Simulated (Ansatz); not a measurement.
The starting structures come from a database of crystals and need not be the phases stable at ambient conditions.

By PBEsol, the system below comes out a metal.

Here is the system:

```
GaPt3
1.0
    5.55447     0.00000     0.00000
    0.11194     5.55334     0.00000
    2.72126    -2.77667     3.89194
Ga Pt
2 6
Cartesian
  4.13651  -1.38967   3.89193
  6.97244   1.38967   3.89193
  2.83321   2.77667   2.28176
  5.55447   0.00000   1.61017
  6.67922  -1.14765   3.89193
  4.42972   1.14765   3.89193
  5.61044   2.77667   1.94597
  2.77724   0.00000   1.94597
```

Space group of this cell: Fmmm. The cell is taken as given; by PBEsol its mean pressure is -3.8 GPa.

The current flows along the normal of the first two printed cell vectors. No spin-orbit coupling; the value is a mean over 0.1 eV about the Fermi level.

Q: Predict the ballistic conductance per area from PBEsol (Ansatz, a first-principles code).

A: 0.59 × 10¹⁵ S/m² for both spins.
